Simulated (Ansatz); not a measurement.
The starting structures come from a database of crystals and need not be the phases stable at ambient conditions.

Consider the following.

```yaml
crystal:
  lattice:
    - [5.93408, 0.00000, 0.00000]
    - [-2.96704, 5.13907, 0.00000]
    - [2.96704, -1.71302, 4.84516]
  atoms:
    - { symbol: Cs, position: [0.75000, 0.25000, 0.75000] }
    - { symbol: Li, position: [0.50000, 0.50000, 0.50000] }
    - { symbol: Mo, position: [0.25000, 0.75000, 0.25000] }
    - { symbol: O, position: [0.37121, 0.62879, 0.37121] }
    - { symbol: O, position: [0.37121, 0.62879, 0.88637] }
    - { symbol: O, position: [0.37121, 0.11363, 0.37121] }
    - { symbol: O, position: [0.88637, 0.62879, 0.37121] }
```

Space group of this cell: F-43m. The cell is taken as given.

Transport runs along the normal of the first two printed cell vectors, the (111) plane of the conventional cell.

The gap is the functional's own, uncorrected, and κ follows it; spin-orbit coupling is left out. Mid-gap values are interpolated between the computed energies.

Task: Compute, with r2SCAN in Ansatz (a first-principles code), the band gap and the smallest decay constant κ at mid-gap.

Result: Gap 4.92 eV on a 6×6×6 mesh; κ = 0.558 1/Å, at the zone centre.
